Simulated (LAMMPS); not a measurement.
An MD run on a melt made from SiC (zinc blende), 1000 atoms, at 2610 K and 0 GPa, brought to that temperature within a few picoseconds.

Level of theory: classical MD, pair style edip/multi, file SiC.edip (LAMMPS).

Task: Give g(r) against r (Å) as the simulation yields it.

Result: State found: liquid.
```
r (Å)  g(r), C-Si  g(r), C-C
-----  ----------  ---------
1.220       0.000      0.000
1.260       0.000      0.048
1.300       0.000      0.071
1.340       0.000      0.278
1.380       0.000      0.896
1.420       0.000       2.14
1.460       0.000       3.29
1.500       0.000       4.80
1.540       0.003       5.44
1.580       0.042       5.12
1.620       0.046       4.14
1.660       0.153       2.70
1.700       0.376       1.80
1.740       0.733      0.833
1.780        1.39      0.415
1.820        1.86      0.141
1.860        2.61      0.039
1.900        3.23      0.025
1.940        3.43      0.004
1.980        3.32      0.012
2.020        2.98      0.011
2.060        2.44      0.014
2.100        2.00      0.055
2.140        1.54      0.168
2.180        1.18      0.311
2.220        1.08      0.340
2.260       0.952      0.414
2.300       0.801      0.542
2.340       0.794      0.609
2.380       0.708      0.656
2.420       0.598      0.910
2.460       0.498      0.943
2.500       0.544       1.11
2.540       0.672       1.15
2.580       0.634       1.21
2.620       0.753       1.30
2.660       0.784       1.29
2.700       0.832       1.20
2.740       0.924       1.17
2.780        1.00       1.05
2.820        1.04       1.10
2.860        1.07       1.05
2.900        1.09       1.01
2.940        1.06       1.02
2.980        1.11      0.996
3.020        1.08      0.967
3.060        1.04      0.987
3.100        1.00      0.952
3.140        1.03       1.03
3.180        1.03       1.01
3.220       0.971      0.966
3.260       0.970      0.973
3.300       0.933       1.00
3.340       0.954      0.958
3.380       0.929      0.968
3.420       0.917       1.00
3.460       0.928      0.942
3.500       0.925       1.01
3.540       0.923      0.998
3.580       0.930       1.06
3.620       0.904      0.988
3.660       0.867      0.997
3.700       0.945       1.01
3.740       0.911       1.05
3.780       0.897      0.996
3.820       0.923       1.04
3.860       0.933      0.982
3.900       0.923      0.995
3.940       0.977       1.09
3.980       0.990      0.999
4.020       0.955       1.04
4.060        1.01      0.949
4.100       0.992       1.00
4.140       0.980       1.00
4.180        1.01      0.933
4.220        1.01       1.01
4.260        1.02      0.994
4.300        1.04      0.972
4.340        1.02      0.980
4.380        1.03      0.987
4.420        1.02      0.998
4.460        1.01      0.997
4.500        1.02      0.962
4.540        1.02      0.972
4.580        1.04      0.992
4.620        1.03      0.965
4.660        1.02       1.02
4.700        1.03      0.990
4.740        1.02      0.996
4.780        1.02      0.973
4.820        1.05       1.02
4.860       0.999      0.967
4.900       0.997       1.02
4.940        1.02       1.03
4.980        1.03       1.02
5.020        1.02      0.968
5.060       0.985      0.994
5.100       0.990       1.00
5.140       0.996       1.00
5.180        1.02       1.02
5.220       0.993       1.04
```

Caution: enthalpy drifts during the constant-pressure average: a transition or slow ageing; fluctuation values are void. Caution: at ambient pressure real SiC sublimes or decomposes before or as it melts, so this liquid is the model's. Caution: a run this short can hold a crystal over, or a liquid under, the potential's melting point.
